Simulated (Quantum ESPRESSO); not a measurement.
Worked example: self-consistent single point of MnCl2O2 (C2/m, 5 atoms in the cell) in Quantum ESPRESSO.

Computed with PBEsol, PseudoDojo standard norm-conserving (PBESOL) pseudopotentials (plane waves; Quantum ESPRESSO 7.5).

```yaml
crystal:
  lattice:
    - [3.50515, -3.60436, 0.00000]
    - [3.50515, 3.60436, 0.00000]
    - [-0.66414, 0.00000, 3.52560]
  atoms:
    - { symbol: Mn, position: [0.00000, 0.00000, 0.00000], spin: 4.0 }
    - { symbol: Cl, position: [0.75538, 0.75538, 0.44161] }
    - { symbol: Cl, position: [0.24462, 0.24462, 0.55839] }
    - { symbol: O, position: [0.23916, 0.76084, 0.00000] }
    - { symbol: O, position: [0.76084, 0.23916, 0.00000] }
```
(The spins are starting values, not results.)

Reference input (self-consistent single point, DFT, PBEsol, plane waves, PseudoDojo standard norm-conserving (PBESOL) pseudopotentials): ecutwfc = 100 Ry; occupations = smearing; smearing = fd; degauss = 0.0036749 Ry; nspin = 2; potentials = {Mn: Mn.upf, Cl: Cl.upf, O: O.upf}; K_POINTS = automatic 4 4 5 0 0 0; conv_thr = 1e-11 Ry; mixing_beta = 0.2. This run's input differs from it in these lines:

```diff
@@ -37,3 +37,3 @@
 K_POINTS automatic
-4 4 5  0 0 0
+1 1 1  0 0 0
```

Log, with long lists cut:

```
     Self-consistent Calculation

     iteration #  1     ecut=   100.00 Ry     beta= 0.20

     total energy              =    -347.90692942 Ry
     estimated scf accuracy    <       2.68517006 Ry

     total magnetization       =     1.00 Bohr mag/cell
     absolute magnetization    =     2.76 Bohr mag/cell

     iteration #  2     ecut=   100.00 Ry     beta= 0.20

     total energy              =    -348.03439858 Ry
     estimated scf accuracy    <       8.11289961 Ry

     total magnetization       =     1.55 Bohr mag/cell
     absolute magnetization    =     1.84 Bohr mag/cell

     iteration #  3     ecut=   100.00 Ry     beta= 0.20

   [... lines left out ...]

     negative rho (up, down):  0.000E+00 1.976E-05

     total energy              =    -348.52621042 Ry
     estimated scf accuracy    <       0.00813024 Ry

     total magnetization       =     1.00 Bohr mag/cell
     absolute magnetization    =     3.90 Bohr mag/cell

     iteration #100     ecut=   100.00 Ry     beta= 0.20

     negative rho (up, down):  0.000E+00 1.740E-04

     total energy              =    -348.52491970 Ry
     estimated scf accuracy    <       0.01751278 Ry

     total magnetization       =     1.00 Bohr mag/cell
     absolute magnetization    =     4.12 Bohr mag/cell
     End of self-consistent calculation

     convergence NOT achieved after 100 iterations: stopping

   JOB DONE.
```

The run ended unconverged after 100 iterations. 

The starting cell comes from a database of computed structures (which also holds hypothetical and non-ambient phases and stackings), without a prior relaxation at this level. Its lattice was rescaled by a random factor within 2.5 % of one.

Cost on one core of a shared machine: roughly 2 min.
